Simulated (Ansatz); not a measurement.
Base system: Rh in the fcc (Cu type) structure (space group Fm-3m, No. 225; relaxed with 0.1 eV smearing).

```yaml
crystal:
  lattice:
    - [0.00000, 1.90077, 1.90077]
    - [1.90077, 0.00000, 1.90077]
    - [1.90077, 1.90077, 0.00000]
  atoms:
    - { symbol: Rh, position: [0.00000, 0.00000, 0.00000] }
```

Cartesian axes are those of the cell as printed.

Method: r2SCAN, PAW, 500 eV (Ansatz, an electronic-structure program; spin-orbit coupling left out).

Perturbation: uniaxial strain ε_zz = −0.50 %, all other strain components held at zero; the atoms relax in the strained cell.

Problem. Estimate the effect on the stress and energy relative to the base.

Solution. The stress (xx, yy, zz, yz, xz, xy; compression positive) amounts to (1.0, 1.0, 2.2, 0.0, 0.0, 0.0) GPa; the energy goes up by 0.5 meV/atom.

Whether these cells are dynamically stable was not tested. All final runs are without spin polarisation.
